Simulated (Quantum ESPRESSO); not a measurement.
# Short convergence ladders for TiB2Mo (Amm2, 4 atoms in the cell)

```
CELL_PARAMETERS angstrom
      3.06714     0.00000     0.00000
      0.00000     1.58076     4.20052
      0.00000    -1.58076     4.20052
ATOMIC_POSITIONS crystal
  Ti 0.00000 0.15325 0.15325
  B  0.50000 0.55875 0.55875
  B  0.00000 0.43994 0.43994
  Mo 0.50000 0.85402 0.85402
```

Base method: PBEsol, GBRV 1.5 ultrasoft (PBESOL) pseudopotentials (plane waves; Quantum ESPRESSO 7.5).

Base settings: ecutwfc = 50 Ry; ecutrho = 400 Ry; occupations = smearing; smearing = gauss; degauss = 0.0073499 Ry; potentials = {Ti: ti_pbesol_v1.4.uspp.F.UPF, B: b_pbesol_v1.4.uspp.F.UPF, Mo: mo_pbesol_v1.uspp.F.UPF}; K_POINTS = automatic 5 5 5 0 0 0; conv_thr = 1e-09 Ry; mixing_beta = 0.5.

The count of work is k-points × plane waves × bands × iterations; it is no time. Core times come from one kind of shared machine, to one figure; runs under 30 s give none.

**Shifted k-point meshes**

Only quantities that move along the ladder and can be compared are tabulated.

```csv
K_POINTS,free energy less the last step's (meV/atom),pressure (GPa),largest difference of a force vector from the last step's (eV/Å),count of work / last,core time / last (rough)
automatic 2 2 2 1 1 1,-7.58,-1.79,1.203,0.0034,–
automatic 4 4 4 1 1 1,3.45,-2.56,0.154,0.025,–
automatic 6 6 6 1 1 1,2.43,-2.67,0.003,0.067,0.09
automatic 8 8 8 1 1 1,-0.20,-2.72,0.019,0.15,0.2
automatic 15 16 16 1 1 1,0.00,-2.71,0.000,1.0,1
```

Coarsest K_POINTS that holds the pressure within 0.5 GPa of the last step, with all finer ones: automatic 4 4 4 1 1 1, at 0.025 of the last step's count of work; the step before is off by 0.92 GPa.

Coarsest K_POINTS that holds the forces within 0.01 eV/Å: not settled: the last two steps still differ by 0.019 eV/Å, over half the tolerance, so the ladder does not show it.

Coarsest K_POINTS that holds the free energy within 2 meV/atom of the last step, with all finer ones: automatic 8 8 8 1 1 1, at 0.15 of the last step's count of work and about 0.2 of the last step's time; the step before is off by 2.4 meV/atom.

**The mesh under tetrahedron occupations**

In this ladder: occupations = tetrahedra_opt; smearing = default; degauss = default.

Only quantities that move along the ladder and can be compared are tabulated.

| K_POINTS | free energy less the last step's (meV/atom) | pressure (GPa) | largest difference of a force vector from the last step's (eV/Å) | count of work / last | core time / last (rough) |
|---|---|---|---|---|---|
| automatic 5 5 5 0 0 0 | 4.40 | -2.55 | 0.054 | 0.084 | 0.1 |
| automatic 7 7 7 0 0 0 | 1.68 | -2.65 | 0.042 | 0.20 | 0.2 |
| automatic 11 11 11 0 0 0 | 0.33 | -2.67 | 0.007 | 0.63 | 0.6 |
| automatic 13 13 13 0 0 0 | 0.00 | -2.69 | 0.000 | 1.0 | 1 |

Coarsest K_POINTS that holds the free energy within 2 meV/atom of the last step, with all finer ones: automatic 7 7 7 0 0 0, at 0.20 of the last step's count of work and about 0.2 of the last step's time; the step before is off by 4.4 meV/atom.

Coarsest K_POINTS that holds the forces within 0.02 eV/Å of the last step, with all finer ones: automatic 11 11 11 0 0 0; the step before is off by 0.042 eV/Å.

Coarsest K_POINTS that holds the pressure within 0.1 GPa of the last step, with all finer ones: automatic 7 7 7 0 0 0, at 0.20 of the last step's count of work and about 0.2 of the last step's time; the step before is off by 0.14 GPa.

On the base run: the starting cell comes from a database of computed structures (which also holds hypothetical and non-ambient phases and stackings), without a prior relaxation at this level. Its lattice was rescaled by up to half a per cent. One atom was moved a little off its site on purpose. Spin polarisation is off. Without a gap this mesh is coarse (it stands for a supercell whose shortest vector is 15 Å).
